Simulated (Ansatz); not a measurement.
Cu3N: response to strain

Consider Cu3N (space group Pm-3m, No. 221; a = 3.721 Å).

Strains are applied to the cell and any free atomic positions relax.

The values are results of Kohn–Sham DFT with the LDA functional, run in Ansatz (a first-principles code) with PAW and 420 eV plane waves, spin-orbit coupling left out, not measurements.

Notes on the quantities. energy relative to the base: free energy F.

| isotropic strain (%) | energy relative to the base (meV/atom) |
|---|---|
| -3 | 54.2 |
| -2.4 | 33.9 |
| -1.8 | 18.7 |
| -1.2 | 8.1 |
| -0.6 | ? |
| 0 | 0.0 |

Q: Fit ΔE = Aε² + Bε³ (ε in %) to the rows shown and predict the withheld row.

A: Least squares on the printed values gives A = 5.37 and B = -0.22 meV/atom (largest residual 0.0 meV/atom); this predicts 2.0 meV/atom, and the run gives 2.0 meV/atom, in agreement.

No phonon test of stability was made. All final runs are without spin polarisation.
